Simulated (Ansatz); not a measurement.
Base system: PbS in the rock salt structure (space group Fm-3m, No. 225; a = 5.9742 Å). Axes: x, y, z lie along the cube axes.

The values are results of r2SCAN, PAW, 500 eV (Ansatz, an electronic-structure program; no SOC), not measurements.

Base values:

| Item | Result |
|---|---|
| Valley order | L along ⟨111⟩ 0.69 eV; a point along ⟨110⟩, about 0.6 Å⁻¹ from Γ 1.58 eV |

The change: the symmetric strain tensor [-0.0080 -0.0006 0.0050; -0.0006 -0.0186 -0.0134; 0.0050 -0.0134 -0.0091], atoms relaxed at fixed cell.

Task: What does the calculation give for the energy relative to the base after the change?

Result: The energy grows by 8.7 meV/atom.

Task: What does the calculation give for the stress after the change?

Result: The stress (xx, yy, zz, yz, xz, xy; compression positive) is (1.69, 3.26, 1.86, 0.54, -0.20, 0.03) GPa.

Task: What does the calculation give for the valley order after the change?

Result: The valley order (the lowest conduction-band minima on the path, energy above the VBM, named in the base's zone) changes from L along ⟨111⟩ 0.69 eV; a point along ⟨110⟩, about 0.6 Å⁻¹ from Γ 1.58 eV to L along [1-1-1] 0.36 eV; L along [111] 0.41 eV; L along [11-1] 0.50 eV; L along [1-11] 0.57 eV.

Spin-orbit coupling, missing from the scalar runs, can matter with Pb. The levels and masses belong to the bands next to the band gap. Stability against distortions was not tested.
